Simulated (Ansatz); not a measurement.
Calculation: PBE (plane waves to 420 eV, PAW; Ansatz, a first-principles code).

Plane-averaged electrostatic potential energy along the normal, in eV from the Fermi level, for a constructed model of the (110) surface of bcc Ta, a pseudomorphic layer of Al in the host's stacking (bottom of the slab: a bare face, its two planes held):

(z (Å), V (eV)): (3.67, 4.78); (3.95, 4.77); (4.24, 4.77); (4.52, 4.76); (4.80, 4.75); (5.08, 4.72); (5.37, 4.66); (5.65, 4.54); (5.93, 4.32); (6.21, 3.90); (6.50, 3.11); (6.78, 1.67); (7.06, -1.01); (7.34, -5.88); (7.62, -12.27); (7.91, -18.07); (8.19, -19.34); (8.47, -14.98); (8.75, -8.29); (9.04, -2.99); (9.32, -1.23); (9.60, -3.88); (9.88, -9.64); (10.17, -16.21); (10.45, -19.43); (10.73, -16.72); (11.01, -10.29); (11.30, -4.37); (11.58, -1.43); (11.86, -2.90); (12.14, -7.97); (12.43, -14.61); (12.71, -19.06); (12.99, -17.85); (13.27, -11.97); (13.56, -5.62); (13.84, -1.65); (14.12, -1.75); (14.40, -5.86); (14.69, -12.28); (14.97, -18.04); (15.25, -18.98); (15.53, -14.33); (15.81, -7.69); (16.10, -2.69); (16.38, -1.34); (16.66, -4.32); (16.94, -10.24); (17.23, -16.67); (17.51, -19.40); (17.79, -16.22); (18.07, -9.71); (18.36, -4.01); (18.64, -1.51); (18.92, -3.56); (19.20, -9.01); (19.49, -15.60); (19.77, -19.36); (20.05, -17.39); (20.33, -11.37); (20.62, -5.38); (20.90, -1.83); (21.18, -1.94); (21.46, -4.44); (21.75, -5.94); (22.03, -6.33); (22.31, -6.28); (22.59, -5.16); (22.87, -1.97); (23.16, 0.96); (23.44, 2.54); (23.72, 3.40); (24.00, 3.84); (24.29, 4.07); (24.57, 4.19); (24.85, 4.24); (25.13, 4.27); (25.42, 4.29); (25.70, 4.30); (25.98, 4.30); (26.26, 4.30); (26.55, 4.30)

Set-up: 7 atoms, 14.3 Å thick at the start; mesh 14x14x1; 0.1 eV smearing; dipole correction on; 2 atoms held, the rest relaxed; start symmetry kept, larger cells not searched; no spin, no spin-orbit, no U. It is one candidate, not shown to be the stable structure of the face.

### Question
The surface cell has an area of 7.79 Å². What dipole along the normal does the step between the two vacuum levels imply?

### Answer
the top vacuum level lies 0.48 eV below the bottom one; p = −ε₀ A ΔV (ε₀ = 0.005526 e/(V·Å)) gives 0.02 e·Å a cell.
